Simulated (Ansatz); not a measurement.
## A computed series for BP: pressure series

Take BP in the zinc blende structure (space group F-43m, No. 216) as the base.

```
BP
1.0
    0.00000     2.26010     2.26010
    2.26010     0.00000     2.26010
    2.26010     2.26010     0.00000
B P
1 1
Direct
  0.00000   0.00000   0.00000
  0.25000   0.25000   0.25000
```

Cell and atoms are relaxed at each pressure.

The values are results of PBEsol in Ansatz (plane waves to 420 eV, PAW, no spin-orbit coupling), not measurements.

```tsv
pressure (GPa)	volume per atom (Å³/atom)
-2	11.684
-1	11.613
0	11.545
0.9	11.484
2.1	11.406
4.5	?
9	10.998
15	10.692
30	10.065
```

Q: Fit the third-order Birch–Murnaghan form P(V) = (3B₀/2)[(V₀/V)^(7/3) − (V₀/V)^(5/3)]·[1 + (3/4)(B₀′ − 4)((V₀/V)^(2/3) − 1)] (squares taken in P) to the rows shown and predict the withheld row.

A: Least squares on the printed values gives V₀ = 11.544 Å³/atom, B₀ = 170 GPa, B₀′ = 3.7; this predicts 11.256 Å³/atom, and the run gives 11.256 Å³/atom, in agreement.

Measured bulk modulus of BP: 176.5 GPa (static lattice; corrected from measurement; as listed in Tamar Goldzak et al., The Journal of Chemical Physics (2022)); the computed value is 4 % below it.

Load acts through the strain it causes; cell and atoms are relaxed under it. Stability against distortions was not tested. No other phases were tried under pressure.

Ansatz is a quantum-chemistry and plane-wave program.
